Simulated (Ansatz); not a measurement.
# Ru, response to strain

Base system: Ru in the hcp (Mg type) structure (space group P6_3/mmc, No. 194; a = 2.691 Å, c = 4.249 Å; relaxed with 0.1 eV smearing). Axes: x lies along a and z along c of the hexagonal cell.

Strains are applied to the cell and any free atomic positions relax.

Level of theory: Ansatz (a program for electronic structure), PBEsol, PAW, cutoff 420 eV, no spin-orbit coupling.

Notes on the quantities. energy relative to the base: free energy F; pressure: mean of the normal stresses, compression positive.

```
case                         energy relative to the base  pressure  shortest interatomic distance
---------------------------  ---------------------------  --------  -----------------------------
base                                          0 meV/atom   0.0 GPa                        2.632 Å
tensor shear ε_xz = +1.14 %                +4.4 meV/atom   0.2 GPa                        2.608 Å
tensor shear ε_xz = +1.43 %                +7.0 meV/atom   0.3 GPa                        2.602 Å
tensor shear ε_xz = +2.00 %                 +14 meV/atom   0.5 GPa                        2.590 Å
tensor shear ε_xz = +0.29 %                +0.3 meV/atom   0.0 GPa                        2.626 Å
tensor shear ε_xz = +0.86 %                +2.5 meV/atom   0.1 GPa                        2.614 Å
tensor shear ε_xz = +0.57 %                +1.1 meV/atom   0.0 GPa                        2.620 Å
tensor shear ε_xz = +1.71 %                +9.9 meV/atom   0.4 GPa                        2.596 Å
```

Whether these cells are dynamically stable was not tested. All final runs are without spin polarisation.
